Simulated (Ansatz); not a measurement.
We consider L1₂ (Cu3Au-type) Al₃Sc, described by PBE-D3(BJ) in Ansatz (plane waves, PAW).

Numerical settings: plane-wave cutoff 500 eV, 14×14×14 k mesh, Fermi–Dirac smearing 0.1 eV, scalar-relativistic PAW data made under PBE.

Computed at the level's own relaxed cell.

### Question
Give the computed volume per atom and lattice parameter a.

### Answer

* **volume per atom**: 16.61 Å³/atom
* **lattice parameter a**: 4.050 Å

Measured, for comparison: equilibrium volume per atom 17.27 Å³/atom, lattice constant a 4.103 Å (room temperature, not corrected to a static lattice; as tabulated in A Combined Experimental and First-Principles Based Assessment of …). Computed (rounded) less measured: equilibrium volume per atom -3.8 %, lattice constant a -1.3 %. A static lattice is as a rule a little smaller and stiffer than an uncorrected measurement, which narrows the difference in the lattice constant a and would widen misses of the other sign.

Cost on a shared machine: very roughly 60 core-seconds.

Ansatz is an electronic-structure program.
